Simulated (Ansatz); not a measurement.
The parent structure is InAs in the zinc blende structure (space group F-43m, No. 216; a = 6.109 Å).

Computed with Kohn–Sham DFT with the r2SCAN functional, run in Ansatz (a first-principles code) with PAW and 500 eV plane waves, scalar-relativistic without spin-orbit coupling.

Base values:

The lattice parameter a comes out as 6.109 Å.

It is then changed as follows: full substitution As → Se, then cell and atoms are relaxed.

**Question.** Predict the new lattice parameter a.

**Answer.** The lattice parameter a increases by 0.405 Å to 6.514 Å.

Stability against distortions was not tested. As relaxed here, InSe is a hypothetical phase, not in the database extracts checked. All final runs are without spin polarisation. An odd electron count without spin: InSe.
